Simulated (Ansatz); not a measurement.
Results of LDA (Ansatz, a quantum-chemistry and plane-wave program, PAW) for LaBr₃ (model structure, started from the ReO3 type, Pm-3m, No. 221, 4 atoms in the cell).

Run with plane-wave cutoff 520 eV, 6×6×6 k mesh, Fermi–Dirac smearing 0.01 eV, scalar-relativistic PAW data made under PBE.

Cell (relaxed with PBEsol):

```
LaBr3
1.0
    5.80365     0.00000     0.00000
    0.00000     5.80365     0.00000
    0.00000     0.00000     5.80365
La Br
1 3
Direct
  0.00000   0.00000   0.00000
  0.50000   0.00000   0.00000
  0.00000   0.00000   0.50000
  0.00000   0.50000   0.00000
```

Question: What does this level give for the band gap, smallest direct gap on the k points sampled and Γ–Γ gap?

Answer: 
- band gap = 3.44 eV
- smallest direct gap on the k points sampled = 3.49 eV
- Γ–Γ gap = 4.00 eV

Note: the relaxation could raise the start's symmetry but not lower it, so the cell can be a saddle point; cell and atoms aren't relaxed at this level (pressure -0.9 GPa).

Spin–orbit coupling is not included.

Computed values are for the static lattice.

Computing time: very roughly 30 core-seconds.

A model structure was made by putting elements into a prototype or built by hand; it is no filed structure, need not be a known phase, and can be a saddle point held by its symmetry.
